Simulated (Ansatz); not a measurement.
The parent structure is InP in the zinc blende structure (space group F-43m, No. 216).

```
InP
1.0
    0.00000     2.95342     2.95342
    2.95342     0.00000     2.95342
    2.95342     2.95342     0.00000
P In
1 1
Direct
  0.25000   0.25000   0.25000
  0.00000   0.00000   0.00000
```

The values are results of r2SCAN, PAW, 500 eV (Ansatz, a first-principles code; no spin-orbit coupling), not measurements.

Before the change:

| Quantity | Result |
|---|---|
| Hole mass | 0.073, 0.44, 0.44 mₑ (at Γ) |
| Valley order | Γ 1.03 eV; L along ⟨111⟩ 1.80 eV; X along ⟨100⟩ 2.04 eV |

Modification: a hydrostatic pressure of 15 GPa.

### Question
What happens to the hole mass and valley order?

### Answer
The hole mass (degenerate bands, along [100]) changes from 0.073, 0.44, 0.44 mₑ (at Γ) to 0.12, 0.36, 0.36 mₑ (at Γ); the valley order (the lowest conduction-band minima on the path, energy above the VBM, named in the base's zone) changes from Γ 1.03 eV; L along ⟨111⟩ 1.80 eV; X along ⟨100⟩ 2.04 eV to X along ⟨100⟩ 1.76 eV; Γ 1.91 eV; L along ⟨111⟩ 2.19 eV.

The levels and masses belong to the bands next to the band gap. Load acts through the strain it causes; cell and atoms are relaxed under it. Effective masses come from finite differences of ±0.01 Å⁻¹. No phonon test of stability was made. Measured, InP leaves this structure (for rock salt) near 9.8 GPa (temperature not stated; as listed in Datta, Sujoy, Jana, Debnarayan, arXiv (2020)).
